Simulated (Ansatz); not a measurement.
Partial pair distribution functions of a relaxed model of amorphous Al28O44Ti, broadened by 0.06 Å; density 3.09 g/cm³. Calculation: PBE, scalar-relativistic without spin-orbit coupling (plane waves to 420 eV, PAW; Ansatz, a first-principles code).

A CHGNet melt-quench gave the starting glass, which DFT then relaxed. O atoms were pushed apart under 1.9 Å during the dynamics, to hinder bonds among them. The hot cell started wider than the set density and was brought back towards it in steps. It is the lowest in DFT energy of 2 quenches. It is a model cell: composition and starting density were chosen by hand, and all elements were melted together. No dispersion term was used. Its density started from a set value of 3.12 and ended at 3.09 g/cm³. The quench (nominally 280 K/ps over its main leg) was far faster than any real one, so the model tends to hold more defects than a real film. Values belong to this one cell and scatter from quench to quench. Volume and shape were free in the relaxation.

| r (Å) | g Al-O | g O-Ti | g Al-Al | g O-O |
|---|---|---|---|---|
| 1.50 | 0.00 | 0.00 | 0.00 | 0.00 |
| 1.60 | 0.26 | 0.00 | 0.00 | 0.00 |
| 1.70 | 3.58 | 0.05 | 0.00 | 0.00 |
| 1.80 | 7.95 | 1.67 | 0.00 | 0.00 |
| 1.90 | 5.18 | 8.43 | 0.00 | 0.00 |
| 2.00 | 1.98 | 8.45 | 0.00 | 0.00 |
| 2.10 | 0.45 | 0.92 | 0.00 | 0.00 |
| 2.20 | 0.02 | 1.55 | 0.00 | 0.00 |
| 2.30 | 0.00 | 1.19 | 0.00 | 0.12 |
| 2.40 | 0.00 | 0.06 | 0.00 | 0.55 |
| 2.50 | 0.09 | 0.00 | 0.00 | 1.09 |
| 2.60 | 0.13 | 0.00 | 0.10 | 2.11 |
| 2.70 | 0.08 | 0.00 | 0.52 | 3.04 |
| 2.80 | 0.32 | 0.00 | 1.30 | 2.83 |
| 2.90 | 0.60 | 0.00 | 1.74 | 2.95 |
| 3.00 | 0.58 | 0.04 | 2.76 | 1.89 |
| 3.10 | 0.64 | 0.70 | 3.17 | 1.38 |
| 3.20 | 0.82 | 0.69 | 2.62 | 1.21 |
| 3.30 | 0.95 | 0.04 | 2.81 | 0.74 |
| 3.40 | 0.98 | 0.11 | 2.01 | 0.76 |
| 3.50 | 1.03 | 0.88 | 0.95 | 0.60 |
| 3.60 | 1.03 | 1.74 | 0.52 | 0.64 |
| 3.70 | 1.02 | 1.54 | 0.53 | 0.59 |
| 3.80 | 1.01 | 1.20 | 0.50 | 0.57 |
| 3.90 | 1.25 | 0.92 | 0.44 | 0.56 |
| 4.00 | 1.34 | 0.73 | 0.49 | 0.49 |
| 4.10 | 1.41 | 2.46 | 0.55 | 0.40 |
| 4.20 | 1.59 | 1.13 | 0.82 | 0.40 |
| 4.30 | 1.45 | 0.22 | 0.66 | 0.63 |
| 4.40 | 1.41 | 0.80 | 0.59 | 0.64 |
| 4.50 | 1.36 | 1.82 | 0.68 | 0.87 |
| 4.60 | 1.28 | 2.08 | 0.70 | 1.11 |

Within 2.22 Å each Al has 4.46 O neighbours on average.
